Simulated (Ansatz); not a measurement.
Input:

```xyz
2
Lattice="0.0000 2.4219 2.4219 2.4219 0.0000 2.4219 2.4219 2.4219 0.0000" Properties=species:S:1:pos:R:3 pbc="T T T"
Y      0.0000     0.0000     0.0000
N      2.4219     2.4219     2.4219
```

No spin polarisation.

Level of theory: plane-wave PAW DFT at the LDA level (Ansatz, a program for electronic structure, 420 eV), no SOC. k-mesh 12×12×12 (Γ-centred); smearing 0.05 eV (Fermi–Dirac).

Question: What band gap does the calculation give?

Answer: 0.05 eV.

Question: What is the computed gap character?

Answer: Indirect, Γ → X.

Question: What is the computed smallest direct gap?

Answer: 0.42 eV.

Question: Estimate the space group.

Answer: Fm-3m (No. 225).

The cells carry an imposed strain or load. Stability against distortions was not tested. The cell was made from YN in the rock salt structure (space group Fm-3m, No. 225) by this change: isotropic strain +0.50 %. A zero or small gap of YN can be the functional's error rather than a property of the material.
